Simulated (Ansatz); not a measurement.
SiC: energy against volume

SiC (zinc blende, F-43m, 10.338 Å³/atom and stress up to 0.01 GPa in the relaxed cell, cube axes along x, y and z) under an equal strain ε along all three axes. PBEsol in Ansatz, a plane-wave DFT program (PAW, default set), 420 eV, 13×13×13 Γ-centred mesh, Fermi-Dirac smearing 0.05 eV; ions are relaxed, or left where forces stay under 0.02 eV/Å, within the symmetry of each cell.

Here V stands for volume and E for E less E0.

```
volume (Å³/atom)  E less E0 (meV/atom)  pressure (GPa)
----------------  --------------------  --------------
9.7299                           27.23           15.09
9.8796                           15.09           10.96
10.0308                           6.61            7.08
10.1836                           1.62            3.42
10.3379                           0.00           -0.01
10.4937                           1.59           -3.23
10.6511                           6.27           -6.25
10.8101                          13.87           -9.08
10.9706                          24.32          -11.73
11.2965                              ?               ?
```

Q: Using the third-order Birch-Murnaghan form, a cubic in V^(-2/3), estimate the missing E at V = 11.2965 from the other rows, showing the fit.

A: With u = V^(-2/3) - 0.211, the rows have u = 0.008412, 0.006190, 0.004002, 0.001846, -0.000277, -0.002368, -0.004429, -0.006459, -0.008459. Least squares gives E = 0.028 + 197.46·u + 361877·u² - 109360·u³. Residuals (row less fit): -0.001, 0.000, 0.003, -0.005, -0.001, -0.001, 0.008, -0.009, 0.002; standard error 0.006 (degrees of freedom: 5). Its minimum lies at u = -0.000273, so V0 = (0.210727)^(-3/2) = 10.34. There d²E/du² = 723900 and d³E/du³ = -656200, so B0 = (4/9) × 10.34^(-7/3) × 723900 × 0.160218 = 221 GPa (the last factor turns the table's units into GPa), and B0' = 4 + (2/3) × 0.210727 × (-656200)/723900 = 3.9. B0' rests on the cubic coefficient alone and has a standard error of 0.1 from these residuals. At the withheld row, u = -0.012373, so E = 0.028 + 197.46 × (-0.012373) + 361877 × (-0.012373)² - 109360 × (-0.012373)³ = 53.192 meV/atom. The calculation gives 53.16 meV/atom, 0.032 meV/atom below the prediction (0.1 % of the range of E in the table). The row lies outside the fitted rows, so this is an extrapolation. From the scatter of the fitted rows alone, a prediction at this place has a standard error of 0.025 meV/atom, so the miss is 1.3 times that.

Other structures, which can take over under pressure, weren't tried. The same form fitted to the pressure column gives B0' = 3.9; series where the two differ by over 0.4 aren't shown. Rows are the converged runs of the series near zero and its far end, less any whose ions stayed unrelaxed beside relaxed ones; series whose fitted rows scatter by over a few per cent of the range, as at a crossing or softening among them, aren't shown in this form.
